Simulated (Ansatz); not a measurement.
Te on a O site (surface) in a 2x1 cell of the 1x1 (100) surface of monoclinic HfO2 (cut with top plane 2 O)

Host crystal: monoclinic HfO2, with a band gap (PBE, scalar-relativistic without spin-orbit coupling).

The numbers are results of PBE (plane waves to 420 eV, PAW; Ansatz, a program for electronic structure), not measurements.

Slab: 48 atoms, 9.3 Å thick at the start (thin: gaps and levels are the slab's own); k 2x4x1, smearing 0.01 eV, dipole-corrected; 4 atoms held, the rest relaxed; no symmetry held; no spin, no spin-orbit, no U.

```yaml
formation energy against ½ O2(g), trigonal Te: 313 kJ/mol
gap_of_the_slab_on_its_k_mesh: 2.42 eV
highest_filled_level_below_the_top_vacuum_level: 6.29 eV
change_of_the_step_from_the_bottom_to_the_top_vacuum_level_against_the_clean_slab: 0.22 eV
energy_released_by_relaxation: 17.22 eV
largest_move_of_a_host_atom: 1.50 Å
caution: the host itself rearranges in this cell, so the energy holds part of a reconstruction
```
